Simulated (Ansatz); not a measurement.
We consider CsPbCl3 (Amm2, No. 38, 10 atoms in the cell; start mp-675524), described by PBE0 in Ansatz (PAW).

Numerical settings: plane-wave cutoff 460 eV, 4×4×4 k mesh, Fermi–Dirac smearing 0.01 eV, scalar-relativistic PAW data made under PBE.

Cell (relaxed with PBEsol):

```yaml
crystal:
  lattice:
    - [5.68823, 0.00000, 0.00000]
    - [0.00000, 5.50045, 5.50731]
    - [0.00000, -5.50045, 5.50731]
  atoms:
    - { symbol: Cs, position: [0.50000, 0.99966, 0.99966] }
    - { symbol: Cs, position: [0.50000, 0.46862, 0.46862] }
    - { symbol: Pb, position: [0.00000, 0.49597, 0.98985] }
    - { symbol: Pb, position: [0.00000, 0.98985, 0.49597] }
    - { symbol: Cl, position: [0.00000, 0.67950, 0.30467] }
    - { symbol: Cl, position: [0.00000, 0.30467, 0.67950] }
    - { symbol: Cl, position: [0.50000, 0.99685, 0.48750] }
    - { symbol: Cl, position: [0.50000, 0.48750, 0.99685] }
    - { symbol: Cl, position: [0.00000, 0.81563, 0.81563] }
    - { symbol: Cl, position: [0.00000, 0.18975, 0.18975] }
```

Q: Predict the band gap and direct gap at Γ.

A: 
band gap: 3.61 eV (on the SCF k mesh)
direct gap at Γ: 5.21 eV

Note: cell and atoms aren't relaxed at this level (largest force component 0.03 eV/Å, pressure 1.2 GPa).

Spin–orbit coupling is not included; with these elements it can move the gap by several tenths of an eV or more.

The computed numbers hold no vibrational or temperature effects.

It cost roughly 17 core-minutes of CPU time.

A start named mp-… is a Materials Project structure, which need not be a measured phase.

Ansatz is a quantum-chemistry and plane-wave program.
